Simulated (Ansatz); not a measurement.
An Ansatz (a first-principles code) run: CdF2; Kohn–Sham DFT with the PBEsol functional, run in Ansatz with PAW and 420 eV plane waves, no spin-orbit coupling.

Input:

Ansatz 0.2 input:
```yaml
crystal:
  lattice:
    - [0, 2.6919776743, 2.6919776743]
    - [2.6919776743, 0, 2.6919776743]
    - [2.6919776743, 2.6919776743, 0]
  atoms:
    - { symbol: Cd, position: [0, 0, 0] }
    - { symbol: F, position: [0.25, 0.25, 0.25] }
    - { symbol: F, position: [0.75, 0.75, 0.75] }
basis: { ecutwfc: 420, ecutrho_ratio: 4, xc_grid: 2, fft_grid_basis: typed }
kpoints: { mp_grid: { grid: [11, 11, 11] } }
hamiltonian:
  xc: pbesol
  dispersion: none
  pseudopotentials: { kind: paw }
scf: { occupations: { method: fermi_dirac, width: 0.05 }, convergence: { dr2_threshold: 0.0000000003 } }
output: { forces: true, stress: true }
checkpoint: { write: state.ck, write_every: 1000 }
```

Output:

```
WARN ansatz: RAYON_NUM_THREADS=1 ignored (pool sized by the plan → 1); use --threads N
Pseudopotentials: kind: paw
Pseudopotential: Cd, paw, valence charge 20
Pseudopotential: F, paw, valence charge 7
Functional definition: PBEsol
Crystal: 3 atoms, lattice volume = 39.016 Å³
Basis set: ecut = 420 eV, 749 PW (Γ), exchange–correlation on 54×54×54 points (8 copies of the dense FFT grid, shifted against one another)
Bands: 21, of which v1, the nominal top of the filled ones, is band 17 counted from 1 (16 counted from 0)
Symmetry: 48 space group operations
Space group: Fm-3m (ITA 225), of the structure as read, at distance tolerance 3.4e-5 Å
k-points: 56 of 1331
PAW frozen core: Cd, regenerated for the run's functional, and the local potential with it
PAW frozen core: F, regenerated for the run's functional, and the local potential with it
Initial density: superposition of atomic densities (neutral atoms: chi_scale 0, normalization atom), corrected by the library's trained network
Initial wavefunctions: pseudopotential atomic-orbital guess
Eigensolver: davidson
Functional: x = pbesol(κ = 0.804, μ = 0.12345679012345678), c = pbesol(β = 0.046)
SCF iter   1: F=—  HF=-9785.883432 eV  |F-HF|=—  |Δ(HF+E_count)|=         —  Δρ=1.67e-2  dr2=7.01e-2  ethr=1.77e-3  ⟨swp⟩=5.6  Hψ=4724  notcnv=0
all-band conjugate gradients solve this SCF's bands
preconditioner: auto → none
SCF iter   2: F=—  HF=-9785.867886 eV  |F-HF|=—  |Δ(HF+E_count)|=   1.55e-2  Δρ=8.20e-3  dr2=1.49e-2  ethr=2.06e-4  ⟨swp⟩=2.0  Hψ=2576  notcnv=0
SCF iter   3: F=—  HF=-9785.863402 eV  |F-HF|=—  |Δ(HF+E_count)|=   4.48e-3  Δρ=8.48e-4  dr2=1.51e-4  ethr=4.40e-5  ⟨swp⟩=2.0  Hψ=2091  notcnv=0
SCF iter   4: F=—  HF=-9785.863419 eV  |F-HF|=—  |Δ(HF+E_count)|=   1.67e-5  Δρ=3.92e-4  dr2=2.14e-5  ethr=4.44e-7  ⟨swp⟩=2.2  Hψ=1665  notcnv=0
SCF iter   5: F=—  HF=-9785.863479 eV  |F-HF|=—  |Δ(HF+E_count)|=   6.00e-5  Δρ=1.32e-5  dr2=2.40e-8  ethr=6.29e-8  ⟨swp⟩=2.7  Hψ=2116  notcnv=0
SCF iter   6: F=—  HF=-9785.863469 eV  |F-HF|=—  |Δ(HF+E_count)|=   9.36e-6  Δρ=2.97e-6  dr2=9.88e-10  ethr=7.05e-11  ⟨swp⟩=2.0  Hψ=1837  notcnv=0
SCF iter   7: F=-9785.863469 eV  HF=-9785.863469 eV  |F-HF|=2.00e-11  |Δ(HF+E_count)|=   4.92e-9  Δρ=8.90e-8  dr2=1.84e-12  ethr=1.00e-12  ⟨swp⟩=4.0  Hψ=3993  notcnv=0
SCF 1 converged in 7 iterations: F = -9785.863469 eV  dr2 = 1.84e-12
SCF converged after 7 iterations
Free energy (F): -9785.863469 eV
Harris-Foulkes:  -9785.863469 eV  (|F-HF|=2.00e-11)
Internal energy: -9785.863469 eV  (E = F + TS)
E sigma→0 (E₀):  -9785.863469 eV
Fermi energy:    7.923798 eV
--- Per-component energies (eV) ---
  E_band       = -482.888858
  E_kinetic    = 916.829846
  E_local      = -4228.273969  (includes V_loc(G=0)·N_el)
  E_nonlocal   = 187.993143
  E_hartree    = 1869.513011
  E_xc         = -331.107991
  E_vxc        = -421.761328  (∫ρ·V_xc dr)
  E_paw        = -4404.541650  (= ΣΔE_a)
  E_vpaw       = -676.706644  (= ΣTr[D̂ρ^β])
  E_aug_tail   = 0.004032  (compensation charges beyond the density's cutoff)
  E_ewald      = -3796.706736
  E_core_change = 0.426845  (= ΣΔE_core)
  E_smearing   = -0.000000  (= −TS)
  E_closure    = -0.000000  (closes the sum)
  Σ components = -9785.863469   (vs F -9785.863469, Δ=0.00e0)
  [band-id]    e_kinetic+e_local+e_nonlocal+2·e_hartree+e_vxc+e_vpaw+e_augmentation_tail = -482.888898   (vs E_band -482.888858, Δ=-4.04e-5)
--- Forces (eV/Å), atoms counted from 1 ---
  atom   1  Cd    -0.00000000     0.00000000     0.00000000
  atom   2  F     -0.00000000    -0.00000000    -0.00000000
  atom   3  F      0.00000000     0.00000000     0.00000000
  max |Σ_I F_I| component: 9.25e-18 eV/Å
--- Stress (GPa, compression-positive) ---
       -0.003274      -0.000000       0.000000
        0.000000      -0.003274       0.000000
       -0.000000       0.000000      -0.003274
  P = ⅓ Tr σ = -0.0033 GPa (-0.033 kbar)
  The stress holds the Pulay correction. Without it, at fixed plane waves, as pw.x and ABINIT print it: P = -0.7161 GPa
  The stress includes an estimate of the error left by incomplete SCF convergence (largest component 0.0000 GPa).
--- Band table ---
  band table: none
```

No phonon test of stability was made. The cell is CdF2 in the fluorite structure (space group Fm-3m, No. 225).
